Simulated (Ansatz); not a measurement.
Base system: TiC in the rock salt structure (space group Fm-3m, No. 225; a = 4.2934 Å; relaxed with 0.1 eV smearing). Axes: x, y, z lie along the cube axes.

All numbers come from PBEsol/PAW in Ansatz (an electronic-structure program), no spin-orbit coupling.

One thing is altered: an isotropic linear strain of −2.50 %; the atoms relax in the strained cell.

**Question.** Predict the stress tensor and what it implies for the stiffness.

**Answer.** Stress of the strained cell less that of the base (GPa, compression positive):
```
   23.6     0.0     0.0
    0.0    23.6     0.0
    0.0     0.0    23.6
```

Then B = −ΔP/(ΔV/V₀) with ΔV/V₀ = -0.0731 gives secant stiffness values (nonlinear terms included at this strain): B ≈ 323 GPa.

As a check, the harmonic strain energy −½ V₀ Δσ:ε is 55 meV/atom; the computed energy rise is 50 meV/atom.

Whether these cells are dynamically stable was not tested. All final runs are without spin polarisation.
